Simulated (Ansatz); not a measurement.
# F on the 1x1 (0001) surface of hcp Co, ferromagnetic, one in a 2x1 cell, started at the site 'hollow Co-Co-Co over Co at depth 2.0 Å'

Calculation: PBE (plane waves to 420 eV, PAW; Ansatz, an electronic-structure program).

Model: 9-atom slab, 6.0 Å thick at the start under the adsorbate (thin: gaps and levels are the slab's own), 7x14x1 mesh, Fermi-Dirac 0.1 eV, dipole correction, 4 atoms held, the rest relaxed; held to the start's symmetry, so lower structures may exist; spin-polarised, no spin-orbit, no U, no dispersion correction. At the end it is bonded to 3 Co. In PBE it is, or lies within 0.03 eV of, the lowest of the starts that converged.

| Quantity | Result |
|---|---|
| adsorption energy against ½ F2(g) | -285 kJ/mol |
| work function of the top face | 6.08 eV |
| change of the work function | 1.11 eV |
| change of the step from the bottom to the top vacuum level, against the clean slab | 1.12 eV |
| energy released by relaxation | 0.44 eV |
| height of the binding atom over the mean of the host atoms within 0.3 Å of the top one | 1.415 Å |
| magnetic moment of the cell | 13.92 μB |
| nearest host atoms of the binding atom | Co at 2.00 Å, Co at 2.05 Å, Co at 3.39 Å |
| largest move of a host atom | 0.08 Å |
| cost | about 9 core-minutes (a rough figure) |

A negative adsorption energy means that the adsorbate is more stable on the surface than in its reference.
